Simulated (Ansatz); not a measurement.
An Ansatz (a program for electronic structure) run: WS2 with a change (pressure 22.5 GPa); DFT with PBEsol-D3(BJ), PAW potentials and a 420 eV plane-wave cutoff in Ansatz, spin-orbit coupling left out.

Input:

Ansatz 0.2 input:
```yaml
crystal:
  lattice:
    - [3.0193808794, 0, 0]
    - [-1.5096904397, 2.6148605453, 0]
    - [0, 0, 11.0249495539]
  atoms:
    - { symbol: W, position: [0.3333333333, 0.6666666667, 0.25] }
    - { symbol: W, position: [0.6666666667, 0.3333333333, 0.75] }
    - { symbol: S, position: [0.3333333333, 0.6666666667, 0.6063849059] }
    - { symbol: S, position: [0.6666666667, 0.3333333333, 0.1063849059] }
    - { symbol: S, position: [0.6666666667, 0.3333333333, 0.3936150941] }
    - { symbol: S, position: [0.3333333333, 0.6666666667, 0.8936150941] }
basis: { ecutwfc: 420, ecutrho_ratio: 4, xc_grid: 2, fft_grid_basis: typed }
kpoints: { mp_grid: { grid: [12, 12, 3] } }
hamiltonian:
  xc: pbesol
  dispersion: d3bj
  pseudopotentials: { kind: paw }
scf: { occupations: { method: fermi_dirac, width: 0.05 } }
relax: { f_tol: 0.01, max_steps: 60, cell: { stress_tol: 0.02, p_target: 22.5 } }
output: { forces: true, stress: true }
checkpoint: { write: state.ck, write_every: 1000 }
```

Output (explanatory and most iteration lines left out):

```
Relaxation: its limit of steps is 60 (relax.max_steps)
Pseudopotential: W, paw, valence charge 14
Pseudopotential: S, paw, valence charge 6
Crystal: 6 atoms, lattice volume = 87.045 Å³
Basis set: ecut = 420 eV, 1669 PW (Γ), exchange–correlation on 48×48×150 points (8 copies of the dense FFT grid, shifted against one another)
Bands: 32, of which v1, the nominal top of the filled ones, is band 26 counted from 1 (25 counted from 0)
Symmetry: 24 space group operations
Space group: P63/mmc (ITA 194), of the structure as read, at distance tolerance 4.4e-5 Å
k-points: 38 of 432
Functional: x = pbesol(κ = 0.804, μ = 0.12345679012345678), c = pbesol(β = 0.046)
SCF iter   1: F=—  HF=-24060.090226 eV  |F-HF|=—  |Δ(HF+E_count)|=         —  Δρ=7.62e-3  dr2=3.90e-2  ethr=1.77e-3  ⟨swp⟩=6.3  Hψ=5751  notcnv=0
SCF iter   2: F=—  HF=-24060.087892 eV  |F-HF|=—  |Δ(HF+E_count)|=   2.33e-3  Δρ=4.20e-3  dr2=1.16e-2  ethr=7.50e-5  ⟨swp⟩=2.3  Hψ=2066  notcnv=0  defer=4
SCF 1 converged in 7 iterations: F = -24060.088302 eV  dr2 = 5.08e-9
relax step   1: F+E_penalty+E_count = -24060.08830239 eV  Δ(F+E_penalty+E_count) = +0.000e0 eV  max|allowed force component| = 2.438e-4 eV/Å  Δτ_max = 0.0000 Å  P = +14.993 GPa  Ω = 87.045 Å³  (7 SCF iters, dr2 threshold 1.00e-7 eV, accepted)
[... steps on the carried basis left out ...]
relax step   7: F+E_penalty+E_count = -24059.68102040 eV  Δ(F+E_penalty+E_count) = +7.113e-4 eV  max|allowed force component| = 8.605e-5 eV/Å  Δτ_max = 0.0000 Å  P = +22.497 GPa  Ω = 83.537 Å³  stress off target by 4.78e-3 GPa  SCF on the basis re-selected at this cell (its energy is not comparable with the rows above)  (9 SCF iters)
SCF converged after 9 iterations
Free energy (F): -24059.681020 eV
Internal energy: -24059.679667 eV  (E = F + TS)
E sigma→0 (E₀):  -24059.680344 eV
Entropy (-TS):   -0.001353 eV (-0.226 meV/atom)
Fermi energy:    16.615473 eV
  E_disp       = -2.977363  (pairwise vdW)
--- Forces (eV/Å), atoms counted from 1 ---
  atom   1  W     -0.00000000    -0.00000000    -0.00000000
  atom   2  W      0.00000000     0.00000000     0.00000000
  atom   3  S     -0.00000000     0.00000000    -0.00008605
  atom   4  S      0.00000000    -0.00000000    -0.00008605
  atom   5  S      0.00000000    -0.00000000     0.00008605
  atom   6  S     -0.00000000     0.00000000     0.00008605
--- Stress (GPa, compression-positive) ---
       22.495218       0.000000       0.000000
       -0.000000      22.495218       0.000000
        0.000000       0.000000      22.500250
  P = ⅓ Tr σ = 22.4969 GPa (224.969 kbar)
--- Relaxed structure (6 steps of the walk, 5 accepted, 1 SCFs on fresh bases) ---
  cell:  # Å, volume = 83.5372 Å³
    - [2.982042451471955, -3.8490900054551946e-33, 1.5911601412741491e-18]
    - [-1.4910212257359774, 2.582524518138337, -7.95580070637075e-19]
    - [5.8099527652438405e-18, -2.0761473799706345e-33, 10.847298456428707]
  atoms:
    - { symbol: W, position: [0.33333333333333337, 0.6666666666666667, 0.25] }
    - { symbol: W, position: [0.6666666666666666, 0.33333333333333337, 0.7500000000000001] }
    - { symbol: S, position: [0.33333333333333337, 0.6666666666666667, 0.6036567927340808] }
    - { symbol: S, position: [0.6666666666666666, 0.33333333333333337, 0.10365679273408078] }
    - { symbol: S, position: [0.6666666666666666, 0.33333333333333337, 0.3963432072659194] }
    - { symbol: S, position: [0.33333333333333337, 0.6666666666666667, 0.8963432072659192] }
```

The mesh was chosen for an insulator and is coarse for the gapless case. Spin-orbit coupling, missing from the scalar runs, can matter with W. Load acts through the strain it causes; cell and atoms are relaxed under it. Stability against distortions was not tested. Competing high-pressure phases were not computed. The final runs are not spin-polarised. The cell was made from WS2 in the 2H-MoS2 type structure (space group P6_3/mmc, No. 194; layered, stacked along the Cartesian z axis) by this change: pressure 22.5 GPa.
